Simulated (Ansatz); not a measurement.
Take CdTe in the zinc blende structure (space group F-43m, No. 216; a = 6.409 Å) as the base. Axes: x, y, z lie along the cube axes.

Computed with LDA, PAW, 420 eV (Ansatz, a quantum-chemistry and plane-wave program; scalar-relativistic without spin-orbit coupling).

Strains are applied to the cell and any free atomic positions relax.

One change was made to it. Results:

The energy goes up by 5.5 meV/atom; the valley order (the lowest conduction-band minima on the path, energy above the VBM, named in the base's zone) changes from Γ 0.61 eV; L along ⟨111⟩ 1.68 eV to Γ 0.64 eV; L along [1-11] 1.63 eV; the electron mass goes from 0.050 mₑ (at Γ) to 0.053 mₑ along z, 0.057 mₑ across (at Γ); the pressure (mean of the normal stresses, compression positive) goes from zero to 1.49 GPa.

Task: What was done to the base?
A) uniaxial strain ε_zz = +1.50 %
B) uniaxial strain ε_zz = −2.00 %
C) uniaxial strain ε_zz = +0.50 %
D) uniaxial strain ε_zz = −3.00 %

Result: D, uniaxial strain ε_zz = −3.00 %. For comparison, the valley order in the other runs: uniaxial strain ε_zz = −2.00 % gives Γ 0.63 eV; L along [1-11] 1.65 eV; uniaxial strain ε_zz = +1.50 % gives Γ 0.55 eV; L along [111] 1.64 eV; uniaxial strain ε_zz = +0.50 % gives Γ 0.59 eV; L along [111] 1.67 eV.

Spin-orbit coupling, missing from the scalar runs, can matter with Te. The levels and masses belong to the bands next to the band gap. Masses are band curvatures over ±0.01 Å⁻¹ around the edge. No phonon test of stability was made.
